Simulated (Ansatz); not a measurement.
Take ZnS in the wurtzite structure (space group P6_3mc, No. 186; a = 3.8061 Å, c = 6.2447 Å) as the base.

Structures relaxed with r2SCAN (Ansatz, a program for electronic structure; PAW; 500 eV plane waves; spin-orbit coupling left out).

Base:

Simulated powder pattern, Cu Kα1, λ = 1.54056 Å (kinematic, ideal powder, no thermal factors, no anomalous dispersion; the 14 strongest lines at most, above 2 %, up to 2θ = 90°):

```json
[
 {"2θ (°)": "27.03", "I/Imax (%)": "91", "hkl": "(100)"},
 {"2θ (°)": "28.56", "I/Imax (%)": "58", "hkl": "(002)"},
 {"2θ (°)": "30.64", "I/Imax (%)": "100", "hkl": "(101)"},
 {"2θ (°)": "39.73", "I/Imax (%)": "35", "hkl": "(102)"},
 {"2θ (°)": "47.75", "I/Imax (%)": "70", "hkl": "(110)"},
 {"2θ (°)": "51.91", "I/Imax (%)": "71", "hkl": "(103)"},
 {"2θ (°)": "55.73", "I/Imax (%)": "11", "hkl": "(200)"},
 {"2θ (°)": "56.59", "I/Imax (%)": "47", "hkl": "(112)"},
 {"2θ (°)": "57.81", "I/Imax (%)": "16", "hkl": "(201)"},
 {"2θ (°)": "73.19", "I/Imax (%)": "24", "hkl": "(203)"},
 {"2θ (°)": "76.38", "I/Imax (%)": "8.0", "hkl": "(210)"},
 {"2θ (°)": "78.17", "I/Imax (%)": "12", "hkl": "(211)"},
 {"2θ (°)": "82.53", "I/Imax (%)": "17", "hkl": "(105)"},
 {"2θ (°)": "89.03", "I/Imax (%)": "11", "hkl": "(300)"}
]
```

After one change:

Simulated powder pattern, Cu Kα1, λ = 1.54056 Å (kinematic, ideal powder, no thermal factors, no anomalous dispersion; the 14 strongest lines at most, above 2 %, up to 2θ = 90°):

| 2θ (°) | I/Imax (%) |
|---|---|
| 26.78 | 91 |
| 28.32 | 58 |
| 30.36 | 100 |
| 39.37 | 35 |
| 47.29 | 71 |
| 51.42 | 72 |
| 55.17 | 11 |
| 56.04 | 48 |
| 57.24 | 16 |
| 72.43 | 24 |
| 75.56 | 8.1 |
| 77.32 | 12 |
| 81.67 | 17 |
| 88.00 | 11 |

Task: Which change produced these results?
A) pressure −2 GPa
B) pressure 10 GPa
C) pressure 0.7 GPa
D) pressure −1 GPa

Result: A, pressure −2 GPa. Its volume per atom is 20.12 Å³ against 19.59 Å³, and its space group is P6_3mc (No. 186).

Load acts through the strain it causes; cell and atoms are relaxed under it. Whether these cells are dynamically stable was not tested. Tetrahedral semiconductors of this kind turn to denser phases somewhere between about 1 and 50 GPa; those were not computed, so compressed cells here can lie past the real transition.
